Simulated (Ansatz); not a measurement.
Take Eu in the bcc (W type) structure (space group Im-3m, No. 229; a = 4.233 Å; ferromagnetic) as the base.

The values are results of Ansatz (an electronic-structure program) PBEsol, scalar-relativistic without spin-orbit coupling, earlier PAW set, not measurements.

Before the change:

```
Item                   Value
-------------------  -------
Band gap                zero
Lattice parameter a  4.233 Å
Largest site moment  6.96 μB
```

Now apply this change: cell and atoms relaxed at a pressure of 5 GPa.

### Question
How does this affect the band gap?

### Answer
The band gap remains zero.

### Question
Estimate the effect on the lattice parameter a.

### Answer
The lattice parameter a shrinks by 0.292 Å, from 4.233 Å to 3.941 Å.

### Question
What happens to the largest site moment?

### Answer
The largest site moment drops by 0.08 μB, from 6.96 μB to 6.88 μB.

The magnetic state is the one reached from the starting moments; the real material's order can differ, and small cells can't hold many antiferromagnetic ones. The state of the 4f shell was not checked for lower solutions. Load acts through the strain it causes; cell and atoms are relaxed under it. Whether these cells are dynamically stable was not tested. Competing high-pressure phases were not computed.
